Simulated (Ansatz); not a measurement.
The parent structure is CuI in the zinc blende structure (space group F-43m, No. 216; a = 6.023 Å). Axes: x, y, z lie along the cube axes.

Method: r2SCAN (Ansatz, a first-principles code), scalar-relativistic without spin-orbit coupling.

For the base:

| Quantity | Result |
|---|---|
| Shortest interatomic distance | 2.608 Å |
| Valence-band top at Γ | 0.00, 0.00, 0.00 eV |

Perturbation: a free-standing slab of 7 layers (14 atoms, 2 a layer) is cut normal to [110], with 15 Å of vacuum and the in-plane cell held at bulk.

Q: Estimate the effect on the gap character, shortest interatomic distance and valence-band top at Γ.

A: The gap character amounts to direct at Γ; the shortest interatomic distance shrinks by 0.083 Å to 2.525 Å; the valence-band top at Γ (three highest levels, from the VBM) changes from 0.00, 0.00, 0.00 eV to 0.00, -0.06, -0.16 eV.

Spin-orbit coupling, missing from the scalar runs, can matter with I. No phonon test of stability was made. The final runs are not spin-polarised. k-point labels follow each cell's own Brillouin zone.
